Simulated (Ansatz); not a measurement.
## Pt, response to strain

Consider Pt in the fcc (Cu type) structure (space group Fm-3m, No. 225; a = 3.9418 Å; relaxed with 0.1 eV smearing). Axes: x, y, z lie along the cube axes.

Strains are applied to the cell and any free atomic positions relax; under biaxial strain the out-of-plane vector relaxes too.

Method: plane-wave PAW DFT at the r2SCAN level (Ansatz, a quantum-chemistry and plane-wave program, 500 eV), scalar-relativistic without spin-orbit coupling.

Notes on the quantities. in-plane stress: mean in-plane stress (compression positive).

| change | in-plane stress | ratio −ε⊥/ε∥ |
|---|---|---|
| biaxial strain −3.00 %, plane normal [001], relaxed out of plane | +9.1 GPa | 1.43 |
| biaxial strain −2.50 %, plane normal [001], relaxed out of plane | +7.3 GPa | 1.43 |
| biaxial strain −2.00 %, plane normal [001], relaxed out of plane | +5.6 GPa | 1.42 |
| biaxial strain −1.50 %, plane normal [001], relaxed out of plane | +4.0 GPa | 1.42 |
| biaxial strain −1.00 %, plane normal [001], relaxed out of plane | +2.6 GPa | 1.42 |
| biaxial strain −0.50 %, plane normal [001], relaxed out of plane | ___ | – |

### Question
What belongs in the blanks?

### Answer

- biaxial strain −0.50 %, plane normal [001], relaxed out of plane, in-plane stress: +1.2 GPa

No phonon test of stability was made. The final runs are not spin-polarised.
